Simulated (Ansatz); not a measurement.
The parent structure is PbTe in the rock salt structure (space group Fm-3m, No. 225; a = 6.5343 Å). Axes: x, y, z lie along the cube axes.

Calculations: r2SCAN (Ansatz, a quantum-chemistry and plane-wave program; PAW; 500 eV plane waves; no spin-orbit coupling).

Strains are applied to the cell and any free atomic positions relax; under biaxial strain the out-of-plane vector relaxes too.

One change was made to it. Results:

```tsv
quantity	base	after
electron mass	0.34 mₑ along k, 0.12 mₑ across (at L)	0.35 mₑ along k, 0.12 mₑ across (at L)
pressure (mean of the normal stresses, compression positive)	0.00 GPa	-0.17 GPa
shortest interatomic distance	3.267 Å	3.272 Å
band gap	1.09 eV	1.04 eV
```

Question: What was done to the base?
A. biaxial strain +0.83 %, plane normal [111], relaxed out of plane
B. biaxial strain +0.42 %, plane normal [111], relaxed out of plane
C. biaxial strain +2.50 %, plane normal [111], relaxed out of plane
D. biaxial strain +2.08 %, plane normal [111], relaxed out of plane

Answer: B, biaxial strain +0.42 %, plane normal [111], relaxed out of plane. For comparison, the band gap in the other runs: biaxial strain +0.83 %, plane normal [111], relaxed out of plane gives 1.00 eV; biaxial strain +2.08 %, plane normal [111], relaxed out of plane gives 0.85 eV; biaxial strain +2.50 %, plane normal [111], relaxed out of plane gives 0.81 eV.

With Pb and Te present, leaving out spin-orbit coupling can change the band edges. Masses are band curvatures over ±0.01 Å⁻¹ around the edge. Along k means along the line from Γ to the band edge. No phonon test of stability was made.
